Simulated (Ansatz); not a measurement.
Consider the following.

End structure of the (100) surface of rock-salt TiC, Cr on all Ti sites of the top plane (bottom of the slab: a bare face, its two planes held):

```
CELL_PARAMETERS angstrom
      3.06391     0.00000     0.00000
      0.00000     3.06391     0.00000
      0.00000     0.00000    27.00000
ATOMIC_POSITIONS crystal
  C  0.00000 0.00000 0.30173
  Ti 0.50000 0.50000 0.30173
  C  0.50000 0.50000 0.38197
  Ti 0.00000 0.00000 0.38197
  C  0.00000 0.00000 0.46172
  Ti 0.50000 0.50000 0.46194
  C  0.50000 0.50000 0.54208
  Ti 0.00000 0.00000 0.54178
  C  0.00000 0.00000 0.62321
  Ti 0.50000 0.50000 0.62061
  C  0.50000 0.50000 0.70056
  Cr 0.00000 0.00000 0.69401
```

Model: 12-atom slab, 10.7 Å thick at the start with caps and adatoms (thin: gaps and levels are the slab's own), 12x12x1 mesh, Fermi-Dirac 0.1 eV, dipole correction, 4 atoms held, the rest relaxed; symmetry of the start imposed; spin-polarised, ending with about 1.2 μB a cell; orders that need a larger cell were not tried, no spin-orbit, no U. In PBE it is, or lies within 0.01 eV a 1x1 cell of, the lowest of the 2 structures of its composition computed so far; subsurface sites and larger cells were not tried.

What is the computed work function of the top face (Ansatz (an electronic-structure program) with PBE)?

4.55 eV
